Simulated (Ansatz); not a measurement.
Consider Ag in the diamond structure (space group Fd-3m, No. 227; a = 6.038 Å; a hypothetical phase, not in the database extracts checked). Axes: x, y, z lie along the cube axes.

All numbers come from plane-wave PAW DFT at the PBEsol level (Ansatz, a first-principles code, 420 eV), no spin-orbit coupling.

For the base:

```
Property                        Result
-----------------------------  -------
Shortest interatomic distance  2.615 Å
Band gap                          zero
```

Now apply this change: a free-standing slab of 2 layers (4 atoms, 2 a layer) is cut normal to [110], with 15 Å of vacuum and the in-plane cell held at bulk.

Question: What happens to the excess energy per area of both faces, shortest interatomic distance and band gap?

Answer: The excess energy per area of both faces (slab less bulk energy over the cell's area: twice a surface energy) comes out as 0.83 J/m²; the shortest interatomic distance grows by 0.003 Å, from 2.615 Å to 2.618 Å; the band gap stays zero.

Slab and bulk use different k-meshes, which limits the precision of the excess energy. Stability against distortions was not tested.
